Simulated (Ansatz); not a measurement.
The parent structure is BN in the h-BN type structure (space group P6_3/mmc, No. 194; a = 2.500 Å, c = 6.525 Å; layered, stacked along the Cartesian z axis).

The values are results of Ansatz (a quantum-chemistry and plane-wave program) r2SCAN+rVV10, no SOC, earlier PAW set, not measurements.

Before the change:

```
Quantity                          Value
-----------------------------  --------
Band gap                        4.74 eV
Pressure                       0.00 GPa
Width of the top valence band   3.33 eV
Smallest direct gap             5.18 eV
```

One thing is altered: an isotropic linear strain of +3.98 %, atoms relaxed at fixed cell.

**Question.** How does this affect the energy relative to the base?

**Answer.** The energy goes up by 91 meV/atom.

**Question.** Predict the new band gap.

**Answer.** The band gap shrinks by 0.16 eV to 4.58 eV.

**Question.** Predict the new pressure.

**Answer.** The pressure (mean of the normal stresses, compression positive) goes from zero to -24.28 GPa.

**Question.** Estimate the effect on the width of the top valence band.

**Answer.** The width of the top valence band decreases by 0.11 eV, from 3.33 eV to 3.22 eV.

**Question.** Predict the new smallest direct gap.

**Answer.** The smallest direct gap decreases by 0.20 eV to 4.98 eV.

Stability against distortions was not tested.
